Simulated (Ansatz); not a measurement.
Mg$_{2}$Si (Fm-3m): electron mass 0.273 mₑ, hole mass 0.370 mₑ, dielectric constants ε∞ = 15.4 and ε₀ = 23.4, effective LO phonon energy 42 meV (band masses from HSE06, rigid bands in Ansatz, a quantum-chemistry and plane-wave program, cell and atoms relaxed with PBEsol; dielectric constants and zone-centre modes from PBE run with Ansatz on its own relaxed cell).

### Question
Estimate a shallow donor's binding energy, its radius and the Mott density in the hydrogenic model.

### Answer
E_d = 13.606 eV × m/ε₀² = 6.78 meV and a = 0.0529 nm × ε₀/m = 4.54 nm; n^(1/3) a = 0.26 gives 1.9e17 cm⁻³. The orbit spans many cells, so the model is sensible.

### Question
Bracket the exciton binding energy.

### Answer
The reduced mass is 0.157 mₑ, which gives 3.90 meV with ε₀ and 9.01 meV with ε∞. Both lie under the phonon energy, so the ions follow and the static value is the better guide.

Isotropic masses (harmonic means over directions) and a parabolic band; the masses carry the functional's gap error.
